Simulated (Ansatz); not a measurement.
A calculation on fluorite PtAl₂ returned lattice constant a 5.885 Å, bulk modulus 140 GPa.

For reference: lattice constant a 5.91 Å (measured, temperature not stated, copied from a table, unchecked, not corrected to a static lattice; as tabulated in Crystal Structures 1, 239 (1963)).

**Question.** Which level of theory produced these numbers?
(A) rVV10 (Ansatz, a first-principles code)
(B) PBE+SOC (Ansatz)
(C) LC-ωPBE (Ansatz)
(D) PBE-D3(BJ) (Ansatz)

**Answer.** D, PBE-D3(BJ) (Ansatz)

The others give: PBE+SOC 5.939 Å, 130 GPa; LC-ωPBE 5.864 Å, 155 GPa; rVV10 5.981 Å, 122 GPa.

Unless a cell is named, each level is at its own relaxed cell (LC-ωPBE 16.80, PBE+SOC 17.45, PBE-D3(BJ) 16.98, rVV10 17.83 Å³/atom).

The crystal itself was run without spin with LC-ωPBE, rVV10, PBE-D3(BJ); a magnetic state was not tried in these runs.

Ansatz's density-functional and Hartree–Fock values are scalar-relativistic unless marked +SOC, with PAW data made under PBE.
